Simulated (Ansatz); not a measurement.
**Effect of Fe → Sb on FeS2**

The reference is FeS2 (space group Pa-3, No. 205; a = 5.4035 Å; non-magnetic).

The change: every Fe is replaced by Sb; the structure is relaxed again.

The values are results of Ansatz (a first-principles code), PBE, PAW, cutoff 420 eV, no SOC, earlier PAW set, not measurements. Settings: 6×6×6 k-points, 0.05 eV Fermi–Dirac smearing, for the changed cell.

The volume per atom increases by 10.04 Å³, from 13.15 Å³ to 23.19 Å³ and the density shrinks by 0.61 g/cm³ (5.05 g/cm³ → 4.44 g/cm³). The lattice parameter a grows by 1.125 Å to 6.529 Å and the shortest interatomic distance goes up by 0.4754 Å (2.197 Å → 2.673 Å). The band gap changes from 0.39 eV to zero.

Final structure:

```
CELL_PARAMETERS angstrom
      6.52861     0.00000     0.00000
      0.00000     6.52861     0.00000
      0.00000     0.00000     6.52861
ATOMIC_POSITIONS crystal
  Sb 0.00000 0.00000 0.00000
  Sb 0.50000 0.50000 0.00000
  Sb 0.00000 0.50000 0.50000
  Sb 0.50000 0.00000 0.50000
  S  0.35094 0.35094 0.35094
  S  0.85094 0.14906 0.64906
  S  0.64906 0.85094 0.14906
  S  0.14906 0.64906 0.85094
  S  0.64906 0.64906 0.64906
  S  0.14906 0.85094 0.35094
  S  0.35094 0.14906 0.85094
  S  0.85094 0.35094 0.14906
```

Cost of the whole job for the changed cell (relaxation, final SCF and bands): roughly 3 core-minutes.

Stability against distortions was not tested. As relaxed here, SbS2 is a hypothetical phase, not in the database extracts checked. Seeded moments were not kept for the base. The final runs are not spin-polarised.
